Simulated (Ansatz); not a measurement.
## A computed series for SnO2: pressure series

Base system: SnO$_{2}$ in the rutile structure (space group P4_2/mnm, No. 136; a = 4.760 Å, c = 3.201 Å).

Cell and atoms are relaxed at each pressure.

Level of theory: r2SCAN (Ansatz, a program for electronic structure), without spin-orbit coupling.

```tsv
pressure (GPa)	band gap (eV)
-2	1.66
-1	?
0	1.77
1.8	1.86
4.2	1.99
9	2.22
18	2.63
```

Problem. Fit E_g = E₀ + αP + βP² to the rows shown and predict the withheld row.

Solution. Least squares on the printed values gives E₀ = 1.77 eV, α = 53.1 meV/GPa, β = -0.29 meV/GPa² (largest residual 0.00 eV); this predicts 1.71 eV, and the run gives 1.71 eV, in agreement.

Load acts through the strain it causes; cell and atoms are relaxed under it. No phonon test of stability was made. No other phases were tried under pressure.
